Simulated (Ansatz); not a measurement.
Consider Ca vacancy in rock-salt CaO, charge state -2. The step: one Ca atom jumps into the vacancy from a nearby Ca site; the atom moves 3.22 Å along (0.00, -0.47, -0.47) of the unit cell; the moving atom starts with neighbours 2 O at 2.36, 2 O at 2.41, 2 O at 2.49 Å and ends with 2 O at 2.36, 2 O at 2.41, 2 O at 2.49 Å. DFT values are from Ansatz (plane-wave PAW, 420 eV unless said) in a cell of 64 host sites, spin-restricted, static, with no finite-size correction. The charge state is imposed; whether it is stable for some Fermi level was not computed. Forms of the defect that were not tried may lie lower. For the PBE band: the saddle point's order was not checked, and it lies on a symmetry element of the cell, where a band can be held.

| Level | Forward barrier (eV) | Cost of the band or of the saddle's single point |
|---|---|---|
| CHGNet universal potential (has no charge state), its own band | 1.69 | - |
| PBE, the Γ point alone, band relaxed | 1.77 | roughly 11 core-minutes |
| PBE, a 2×2×2 k-point mesh shifted by half a step, same geometries | 1.92 | around 120 core-seconds (rough) |
| r2SCAN at 500 eV, the Γ point alone, same geometries | ___ | around 50 core-seconds (rough) |

Question: Some entries are withheld; supply them.

Answer: 
- r2SCAN at 500 eV, the Γ point alone, same geometries, Forward barrier (eV): 1.86

Ansatz is a quantum-chemistry and plane-wave program.
